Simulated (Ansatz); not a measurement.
Take Ga₂O₃ in the corundum structure (space group R-3c, No. 167) as the base.

```yaml
crystal:
  lattice:
    - [2.52885, 1.46003, 4.54101]
    - [-2.52885, 1.46003, 4.54101]
    - [0.00000, -2.92006, 4.54101]
  atoms:
    - { symbol: Ga, position: [0.64416, 0.64416, 0.64416] }
    - { symbol: Ga, position: [0.14416, 0.14416, 0.14416] }
    - { symbol: Ga, position: [0.35584, 0.35584, 0.35584] }
    - { symbol: Ga, position: [0.85584, 0.85584, 0.85584] }
    - { symbol: O, position: [0.75000, 0.44687, 0.05313] }
    - { symbol: O, position: [0.05313, 0.75000, 0.44687] }
    - { symbol: O, position: [0.25000, 0.55313, 0.94687] }
    - { symbol: O, position: [0.55313, 0.94687, 0.25000] }
    - { symbol: O, position: [0.94687, 0.25000, 0.55313] }
    - { symbol: O, position: [0.44687, 0.05313, 0.75000] }
```

Cartesian axes are those of the cell as printed.

Calculations: plane-wave PAW DFT at the PBE level (Ansatz, an electronic-structure program, 420 eV), no spin-orbit coupling.

It is then changed as follows: the cell is compressed by 3.00 % along z with no lateral relaxation; the atoms relax in the strained cell.

Predict the stress tensor and what it implies for the stiffness.

Stress of the strained cell less that of the base (GPa, compression positive):
```
   3.83    0.00    0.00
   0.00    3.83    0.00
   0.00    0.00   10.15
```

Then −Δσ_ii/ε with ε = -0.0300 gives secant stiffness values (nonlinear terms included at this strain): C33 ≈ 338 GPa, C13 ≈ 128 GPa and C23 ≈ 128 GPa.

As a check, the harmonic strain energy −½ V₀ Δσ:ε is 9.6 meV/atom; the computed energy rise is 9.4 meV/atom.

Stability against distortions was not tested.
